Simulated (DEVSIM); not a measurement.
Device: W/HfO2/SiO2/p-Si capacitor, at 300 K.

```csv
layer (left to right),material,thickness (nm),Na (cm⁻³)
1,HfO2,2.80,-
2,SiO2,1.20,-
3,Si,1200,2.3e17
```

Metal gate on the left, work function 4.6 eV. Fixed charge at the semiconductor interface 0 cm⁻² (in units of +e); no interface traps.

The device is made up for the run: typed textbook-type constants, with dimensions and the other settings drawn at random. Values at 300 K.

| parameter | HfO2 | SiO2 | Si |
|---|---|---|---|
| gap (eV) | 5.7 | 9 | 1.124 |
| affinity (eV) | 2.5 | 0.9 | 4.05 |
| permittivity | 22 | 3.9 | 11.7 |
| Nc (cm⁻³) | - | - | 2.86e19 |
| Nv (cm⁻³) | - | - | 3.1e19 |

Simulated with DEVSIM: 1D Poisson equation in equilibrium, Boltzmann statistics, complete ionisation; no quantum confinement or tunnelling. Metal contacts follow the ideal Schottky-Mott rule: no Fermi-level pinning, no interface dipoles.

The substrate doping was swept, all else fixed.

| substrate doping (cm^-3) | threshold voltage (band bending 2φF) (V) | minimum of the low-frequency capacitance (μF/cm²) | flat-band voltage (V) |
|---|---|---|---|
| 1.2e16 | ___ | ___ | -0.37 |
| 2.3e16 | 0.40 | 0.0548 | -0.39 |
| 4.6e16 | 0.44 | 0.0753 | -0.41 |
| 1.2e17 | 0.50 | 0.114 | -0.43 |
| 2.3e17 | 0.55 | 0.153 | -0.45 |
| 4.6e17 | 0.62 | 0.203 | -0.47 |

### Question
Fill in the missing entries.

### Answer

- 1.2e16, threshold voltage (band bending 2φF) (V): 0.38
- 1.2e16, minimum of the low-frequency capacitance (μF/cm²): 0.0416
